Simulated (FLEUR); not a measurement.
Band structure of HfH2 (I4/mmm, 3 atoms in the cell).

```
CELL_PARAMETERS angstrom
     -1.73070     1.73070     2.14480
      1.73070    -1.73070     2.14480
      1.73070     1.73070    -2.14480
ATOMIC_POSITIONS crystal
  Hf 0.00000 0.00000 0.00000
  H  0.25000 0.75000 0.50000
  H  0.75000 0.25000 0.50000
```

Method of the run: PBEsol, all-electron FLAPW (FLEUR), scalar-relativistic valence.

Settings: Kmax = 4.8 1/bohr; GmaxXC = 19.2 1/bohr; xcFunctional = PBEs; jspins = 1; l_soc = F; mode = hist; fermiSmearingEnergy = 0.00499791 Htr; mesh (inpgen div1-3) = 9 9 9; inpgen gamma flag = false; Gmax = 19.2 1/bohr; numbands = 0; maxIterBroyd = 15; imix = Anderson; alpha = 0.05.

The starting cell comes from a database of computed structures (which also holds hypothetical and non-ambient phases and stackings), without a prior relaxation at this level. Spin-orbit coupling is off. Values depend on the basis (sphere radii, cutoffs, local orbitals), which need not be converged.

Levels in eV from the Fermi level, bands 11 to 18:
```
point      11      12     13     14     15    16    17    18
-----  ------  ------  -----  -----  -----  ----  ----  ----
Γ      -12.22  -11.35  -1.01  -0.46  -0.46  0.42  1.86  3.32
X      -12.25   -6.62  -5.68  -4.19   4.02  4.25  5.52  6.55
Y      -12.25   -7.31  -4.86  -3.05   1.16  5.04  5.49  5.59
S      -12.24   -7.60  -4.47  -3.40   2.92  3.85  4.31  5.82
Z      -12.24   -7.82  -4.10  -3.86   4.76  4.87  4.87  5.68
S1     -12.24   -7.60  -4.47  -3.40   2.92  3.85  4.31  5.82
N      -12.24   -8.45  -5.08  -0.86   0.69  3.88  4.70  5.07
P      -12.27   -6.22  -6.22  -2.43   1.38  4.06  4.83  6.38
Y1     -12.25   -7.31  -4.86  -3.05   1.16  5.04  5.49  5.59
```
